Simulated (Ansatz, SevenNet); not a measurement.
For TiAl3 (I4/mmm, No. 139), the machine-learned potential SevenNet-0 (trained on PBE and PBE+U data) gives:

- equilibrium lattice constant a: 3.836 Å
- c axis length: 8.677 Å

What does r²SCAN in Ansatz (PAW) give for the same quantities?


- lattice constant a: 3.824 Å (drops by 0.3 %)
- lattice parameter c: 8.560 Å (drops by 1.3 %)

Changes are worked out from the printed values.

Unless a cell is named, each level is at its own relaxed cell (SevenNet-0 15.96, r²SCAN 15.65 Å³/atom).

The crystal itself was run without spin with r²SCAN; a magnetic state was not tried in these runs.

Ansatz's density-functional and Hartree–Fock values are scalar-relativistic unless marked +SOC, with PAW data made under PBE.

Ansatz is a quantum-chemistry and plane-wave program.
